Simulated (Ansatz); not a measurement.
Seebeck coefficient (μV/K, mean over directions) of n-type Li₃InCl₆ (Fm-3m) against carrier density, Ansatz (a first-principles code) with PBEsol, rigid bands. Computed gap 3.00 eV; densities at which minority carriers matter at this gap, or further valleys turn the trend, are left out. Conductivity mass 0.53 mₑ (harmonic mean over directions), N_c = 9.3e18 cm⁻³ at 300 K.

```csv
electron density,300 K,500 K
1e16 cm⁻³,-803,-872
1e17 cm⁻³,(withheld),-673
1e18 cm⁻³,-407,-475
3e18 cm⁻³,-314,-381
1e19 cm⁻³,-217,-281
3e19 cm⁻³,(withheld),-194
1e20 cm⁻³,-72,-113
3e20 cm⁻³,-38,-62
1e21 cm⁻³,-19,-32
```

Question: Fill in the missing entries.

Answer: 
- 1e17 cm⁻³, 300 K: -605
- 3e19 cm⁻³, 300 K: -137

Rigid bands with a gap fixed in temperature, one relaxation time for all states, no polarons or phonon drag, and whether or not such doping can be reached. Spin-orbit coupling is left out.

Computed structure with no diffraction record at hand here (it may be known, metastable or hypothetical): Li3InCl6 (Fm-3m).
